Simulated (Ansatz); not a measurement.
```
InP
1.0
    4.17472     0.00000     0.00000
   -2.08736     3.61542     0.00000
    2.08736    -1.20514     3.40865
In P
1 1
Cartesian
  0.00000   0.00000   0.00000
  0.00000   2.41028   0.85216
```

Space group of this cell: F-43m, zinc blende. The cell is taken as given.

Calculation: r2SCAN (plane waves, PAW; Ansatz, an electronic-structure program).

The current runs along the normal of the first two printed vectors; no spin-orbit coupling. Scaled by the factor s: the length along the current (ions clamped). Meshes 10×10×10 and 12×12 across the current in all rows.

```tsv
s	mean pressure (GPa)	band gap (eV)
0.97	2.5	1.14
1.00	0.1	1.04
1.03	-1.7	?
```

Task: Take the slope of the band gap against ln s from the two given rows, extrapolate to s = 1.03, and say what the run there gives.

Result: Slope = (1.14 − 1.04) / ln 0.97 = -3.28 eV. The line gives 1.04 + (-3.28) × ln 1.03 = 0.94 eV. The run gives 0.82 eV, 0.12 eV under the line, 127 % of the predicted step.
